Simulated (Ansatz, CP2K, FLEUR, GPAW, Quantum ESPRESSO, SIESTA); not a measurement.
# One structure in several programs: TiMoAs₂ (Pmc2_1, 8 atoms in the cell)

Self-consistent single point.

```
CELL_PARAMETERS angstrom
      3.41950     0.00000     0.00000
      0.00000     6.44744     0.00000
      0.00000     0.00000     6.11191
ATOMIC_POSITIONS crystal
  Ti 0.00000 0.56477 0.50450
  Ti 0.00000 0.43523 0.00450
  Mo 0.50000 0.93917 0.49215
  Mo 0.50000 0.06083 0.99215
  As 0.50000 0.31961 0.30391
  As 0.50000 0.68039 0.80391
  As 0.00000 0.17479 0.69943
  As 0.00000 0.82521 0.19943
```

All programs got the same cell, k-point mesh and kind of occupations (in Ansatz's words: kpoints.mp_grid.grid = 5 3 3; scf.occupations.method = fermi_dirac; scf.occupations.width = 0.1 eV); potentials, basis and cutoffs are each program's usual ones.

| code | model | pressure (GPa) | largest force (eV/Å) | k-points | cutoff |
|---|---|---|---|---|---|
| SIESTA | GGA PBEsol, numerical atomic orbitals DZP, PseudoDojo PBEsol standard norm-conserving potentials (rewritten from UPF to PSML) | -2.80 | 0.219 | 23 | grid 300 Ry |
| Quantum ESPRESSO | PBEsol, PseudoDojo standard norm-conserving (PBESOL) pseudopotentials | -5.17 | 0.151 | 12 | 85 Ry |
| FLEUR | PBEsol, all-electron FLAPW (FLEUR), scalar-relativistic valence | – | 0.128 | 12 | Kmax 3.6 1/bohr |
| GPAW | PBEsol, GPAW PAW datasets PBEsol (made by gpaw-setup) | -4.93 | 0.176 | 12 | 850 eV |
| CP2K | PBEsol, GPW, DZVP-MOLOPT-SR-GTH basis, GTH-PBE potentials (GTH_POTENTIALS) | -2.79 | 0.119 | 23 | grid 600 Ry |
| Ansatz | PBEsol, PAW files made with PBE | -5.32 | 0.158 | 12 | default |

Size of the force on each atom (eV/Å): Sizes of forces hide their directions.

```
code                Ti1    Ti2    Mo3    Mo4    As5    As6    As7    As8
----------------  -----  -----  -----  -----  -----  -----  -----  -----
SIESTA            0.100  0.100  0.114  0.114  0.089  0.089  0.219  0.219
Quantum ESPRESSO  0.090  0.090  0.025  0.025  0.151  0.151  0.040  0.040
FLEUR             0.111  0.111  0.039  0.039  0.128  0.128  0.036  0.036
GPAW              0.084  0.084  0.009  0.009  0.176  0.176  0.036  0.036
CP2K              0.104  0.104  0.068  0.068  0.119  0.119  0.105  0.105
Ansatz            0.096  0.096  0.027  0.027  0.158  0.158  0.044  0.044
```

A dash marks a value that a program does not give, or that is left out as unsure.

The spread over the programs that give each value: pressure within 2.53 GPa; largest force within 0.100 eV/Å.

The starting cell comes from a database of computed structures (which also holds hypothetical and non-ambient phases and stackings), without a prior relaxation at this level. On Ansatz's run: Spin polarisation is off, so a magnetic state, if there is one, cannot be reached. In the base run, with a pressure of about -5 GPa the cell is away from its equilibrium volume at this level. Without a gap this mesh is coarse (it stands for a supercell whose shortest vector is 17 Å).

### Question
Why do the programs differ, and what cannot be compared?

### Answer
Differences of this kind can come from the potentials, where these differ, and from what each basis and cutoff leave unconverged. The valence holds different numbers of electrons (SIESTA 112, Quantum ESPRESSO 112, FLEUR 112, GPAW 72, CP2K 72, Ansatz (a first-principles code) 112). The zero of total energies and Fermi levels follows the potentials and each program's conventions, so they are not compared here. SIESTA and CP2K use small atom-centred bases, whose incompleteness enters pressures, forces and empty levels differently from a plane-wave cutoff. FLEUR treats all electrons, but the usual bases taken here (sphere radii, linearisation, local orbitals, empty states) were not tested for convergence, so the values are no reference for the others. Ansatz's pressure is given at a fixed set of plane waves, as the other plane-wave codes print theirs; with its correction for the finite basis it is -5.28 GPa. The programs reduce the same mesh by symmetry to different extents, which changes the work and not the result. In the pressure, SIESTA (by 2.37) and CP2K (by 2.38) lie more than 1 GPa from the median of the plane-wave programs. In the force vectors, SIESTA (by 0.249) and CP2K (by 0.142) lie more than 0.08 eV/Å from the median of the plane-wave programs.

The shared mesh is coarse (it stands for a supercell whose shortest vector is 17 Å), so the values are not converged in it.

Left out of this page: ABINIT (stopped by limits of time or memory); Elk (not drawn, or without a comparable value).

Keys are those of Ansatz 0.2.
